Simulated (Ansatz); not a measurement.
Base system: SiO2 in the rutile structure (space group P4_2/mnm, No. 136; a = 4.2359 Å, c = 2.6899 Å).

(Cell as relaxed with PBE.)

Levels (all Ansatz, a quantum-chemistry and plane-wave program, PAW, earlier PAW set): PBE (420 eV, scalar-relativistic without spin-orbit coupling); r2SCAN (500 eV, without spin-orbit coupling).

Each level relaxes its own structure.

```
base                     PBE   r2SCAN
-------------------  -------  -------
volume per atom      8.04 Å³  7.79 Å³
lattice parameter a  4.236 Å  4.185 Å
band gap             5.05 eV  6.53 eV
```

The change: a negative pressure, −1 GPa.

```tsv
quantity	PBE	r2SCAN
gap character	direct at Γ	[?]
hole mass	2.0 mₑ along c, 1.1 mₑ across (at Γ)	[?]
shortest interatomic distance	1.775 Å	[?]
valence-band top at Γ (three highest levels, from the VBM)	0.00, -0.85, -0.85 eV	[?]
```

### Question
Given the PBE results, estimate those of r2SCAN.

### Answer

- gap character, r2SCAN: direct at Γ
- hole mass, r2SCAN: 1.8 mₑ along c, 1.1 mₑ across (at Γ)
- shortest interatomic distance, r2SCAN: 1.761 Å
- valence-band top at Γ (three highest levels, from the VBM), r2SCAN: 0.00, -0.88, -0.88 eV

PBE's shortest interatomic distance lies 0.014 Å above r2SCAN's (0.8 %); the two agree on the gap character. Neither level is exact; r2SCAN is the comparison here, not a measurement.

Load acts through the strain it causes; cell and atoms are relaxed under it. Masses are band curvatures over ±0.01 Å⁻¹ around the edge. Stability against distortions was not tested.
